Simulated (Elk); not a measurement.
A user runs Elk on WC (P-6m2, 2 atoms in the cell) and asks whether the run is sound. The aim is a self-consistent single point with DFT, LDA (PW92), all-electron FP-LAPW, Elk's shipped species files, APW+lo basis with extra local orbitals.

Cell that was meant: a = 2.9017 Å, b = 2.9017 Å, c = 2.8250 Å, α = 90.00°, β = 90.00°, γ = 120.00°.

Part of the input:

```
  .true.

rgkmax
  4.0

gmaxvr
  18.0
```

Log, with long lists cut:

```
│ Elk code version 10.2.4 │

All units are atomic (Hartree, Bohr, etc.)

│ Ground-state run starting from atomic densities │

   [... lines left out ...]
Total number of core states    :   48

Conduction state local-orbitals added automatically
Total number of local-orbitals :  231

Exchange-correlation functional :      3     0     0
 Perdew-Wang/Ceperley-Alder, Phys. Rev. B 45, 13244 (1992)
 gradient requirement :    0
 local density approximation (LDA)

Smearing type :    0
 Gaussian
Smearing width :   0.1837470000E-02
Effective electronic temperature (K) :    580.2271348

Mixing type :    3
 Broyden mixing, J. Phys. A: Math. Gen. 17, L317 (1984)

Kohn-Sham potential initialised from atomic data
│ Self-consistent loop started │
│ Loop number : 1 │
 total energy                :     -16184.4526495
│ Loop number : 2 │
 total energy                :     -16184.9166250
RMS change in Kohn-Sham potential (target) :   0.1470271756     (  0.1000000000E-05)
Absolute change in total energy (target)   :   0.4639755137     (  0.1000000000E-03)
│ Loop number : 3 │
 total energy                :     -16188.4904327
RMS change in Kohn-Sham potential (target) :   0.1060176595     (  0.1000000000E-05)
Absolute change in total energy (target)   :    3.689801528     (  0.1000000000E-03)
   [... lines left out ...]
Absolute change in total energy (target)   :   0.4583052469E-03 (  0.1000000000E-03)
│ Loop number : 15 │
 total energy                :     -16194.3189539
RMS change in Kohn-Sham potential (target) :   0.3529551523E-07 (  0.1000000000E-05)
Absolute change in total energy (target)   :   0.1079657413E-03 (  0.1000000000E-03)
│ Loop number : 16 │
 total energy                :     -16194.3189488
RMS change in Kohn-Sham potential (target) :   0.1443868091E-07 (  0.1000000000E-05)
Absolute change in total energy (target)   :   0.2196364403E-04 (  0.1000000000E-03)
Convergence targets achieved

│ Loop number : 17 │

Energies :
 Fermi                       :     0.490094158261
 total energy                :     -16194.3189491

Density of states at Fermi energy :    14.07250656
 (states/Hartree/unit cell)

Estimated indirect band gap :   0.1128956395E-02
 from k-point    168 to k-point    131
Estimated direct band gap   :   0.2999506919E-01
 at k-point     95

Charges :
 core                        :    48.00000000
 valence                     :    32.00000000
 interstitial                :    3.234625850
 muffin-tins (core leakage)
  species :    1 (W)
   atom    1                 :    72.18108605     (  0.1108303479E-05)
  species :    2 (C)
   atom    1                 :    4.584288101     (  0.2257493713E-04)
   [... lines left out ...]
   total magnitude           :     0.00000000
 species :    2 (C)
  atom :    1
   Hellmann-Feynman          :     0.00000000   -0.00000000    0.00000000
   IBS                       :    -0.00000000    0.00000000    0.00000000
   total force               :     0.00000000    0.00000000    0.00000000
   total magnitude           :     0.00000000
```

**Question.** Can these results be used? Check the input.

**Answer.** The run is not sound. The fault is a basis cutoff that is far too low. With too few augmented plane waves the interstitial functions and their matching at the spheres are poor, and energies and forces go wrong. To fix it, raise the cutoff (radius times largest wave vector) and check its convergence. The run converged in 17 iterations without an error; against the sound input the total energy rises by 3.36 eV/atom.

An input that runs soundly differs in these lines (not the only fix; some lines may just follow from the change or write a value another way):
```diff
-  4.0
+  8.0
```

With that input, the run converged in 17 iterations: total energy -440676.5959 eV; Fermi level (on the code's own zero) 15.18 eV (DFT, LDA (PW92), all-electron FP-LAPW, Elk's shipped species files, APW+lo basis with extra local orbitals).

On the sound input: the starting cell comes from a database of computed structures (which also holds hypothetical and non-ambient phases and stackings), without a prior relaxation at this level. Its lattice was rescaled by a random factor within 2.5 % of one. Spin-orbit coupling is off. Spin polarisation is off. Values depend on the basis (sphere radii, cutoffs, local orbitals), which need not be converged. The log's line on a gap gives a spacing of levels on this mesh, which the program prints for metals too.
